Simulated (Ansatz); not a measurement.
# Al, response to strain

The parent structure is Al in the fcc (Cu type) structure (space group Fm-3m, No. 225; relaxed with 0.1 eV smearing).

```xyz
1
Lattice="0.0000 1.9919 1.9919 1.9919 0.0000 1.9919 1.9919 1.9919 0.0000" Properties=species:S:1:pos:R:3 pbc="T T T"
Al     0.0000     0.0000     0.0000
```

Cartesian axes are those of the cell as printed.

Strains are applied to the cell and any free atomic positions relax.

Calculations: plane-wave PAW DFT at the LDA level (Ansatz, a program for electronic structure, 420 eV), spin-orbit coupling left out.

Notes on the quantities. energy relative to the base: free energy F.

```csv
uniaxial strain ε_zz (%),energy relative to the base (meV/atom)
0,0.0
0.5,0.1
1,0.5
1.5,1.2
2,?
2.5,3.3
3,4.7
```

Q: Fit ΔE = Aε² + Bε³ (ε in %) to the rows shown and predict the withheld row.

A: Least squares on the printed values gives A = 0.535 and B = -0.0040 meV/atom (largest residual 0.0 meV/atom); this predicts 2.1 meV/atom, and the run gives 2.1 meV/atom, in agreement.

No phonon test of stability was made.
